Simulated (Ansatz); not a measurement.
The starting structures come from a database of crystals and need not be the phases stable at ambient conditions.

 Where the default PAW files enter, the runs use the earlier of Ansatz's two default sets.

The decay constant κ of evanescent states in the gap governs leakage through a thin film.

```
LaAsO3
1.0
    4.43440     0.00000     0.00000
    0.00000     5.32325     0.00000
    1.66669     0.00000     5.99496
La As O
2 2 6
Cartesian
  4.11211   1.33081   4.21248
  1.98897   3.99244   1.78248
  4.33086   1.33081   0.87155
  1.77022   3.99244   5.12341
  1.65861   1.33081   0.71700
  4.44248   3.99244   5.27796
  4.14956   2.64709   2.04956
  1.95152   2.67616   3.94540
  1.95152   5.30872   3.94540
  4.14956   0.01453   2.04956
```

Space group of this cell: P2_1/m. The cell is taken as given; by PBEsol its mean pressure is -1.9 GPa.

Transport runs along the normal of the first two printed cell vectors.

No gap correction and no spin-orbit coupling; mid-gap values are interpolated between computed energies.

### Question
Compute, with Ansatz (an electronic-structure program) with PBEsol, the band gap and the smallest decay constant κ at mid-gap.

### Answer
Gap 2.71 eV on a 8×6×6 mesh; κ = 0.401 1/Å, at (0.500, 0.000) of the in-plane reciprocal vectors. At the zone centre, at the nearest computed energy, the slowest state has κ = 0.42 1/Å.
